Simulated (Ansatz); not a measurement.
Ti3Al (space group P6_3/mmc, No. 194)

```xyz
8
Lattice="5.7471 0.0000 0.0000 -2.8736 4.9772 0.0000 0.0000 0.0000 4.6315" Properties=species:S:1:pos:R:3 pbc="T T T"
Ti     2.8736     3.2832     1.1579
Ti    -1.4065     4.1302     3.4736
Ti     1.4670     0.8470     1.1579
Ti     0.0000     1.6940     3.4736
Ti     4.2801     0.8470     1.1579
Ti     1.4065     4.1302     3.4736
Al     0.0000     3.3181     1.1579
Al     2.8736     1.6591     3.4736
```

Computed with Kohn–Sham DFT with the r2SCAN functional, run in Ansatz (an electronic-structure program) with PAW and 500 eV plane waves, scalar-relativistic without spin-orbit coupling. Γ-centred 10×10×10 mesh, Fermi–Dirac width 0.05 eV.

The volume per atom is 16.56 Å³, the density is 4.28 g/cm³ and the band gap comes out as zero. The total energy is -2013.689 eV/atom (σ→0; compares only within this code and set-up).

Whether these cells are dynamically stable was not tested. All final runs are without spin polarisation.
